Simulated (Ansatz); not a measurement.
Consider SiO2 (space group P3_221, No. 154; a = 4.9490 Å, c = 5.4415 Å). Axes: x lies along a and z along c of the hexagonal cell.

Method: PBEsol (Ansatz, a quantum-chemistry and plane-wave program, PAW, no SOC).

Before the change:

```
Item                Value
---------------  --------
Pressure         0.01 GPa
Volume per atom  12.82 Å³
```

One thing is altered: biaxial strain −2.25 %, plane normal [001], relaxed out of plane (Cartesian); in-plane vectors clamped, the third vector and the atoms free.

**Question.** Estimate the effect on the pressure.

**Answer.** The pressure (mean of the normal stresses, compression positive) increases by 1.308 GPa to 1.31 GPa.

**Question.** How does this affect the volume per atom?

**Answer.** The volume per atom falls by 0.51 Å³ to 12.31 Å³.

Stability against distortions was not tested.
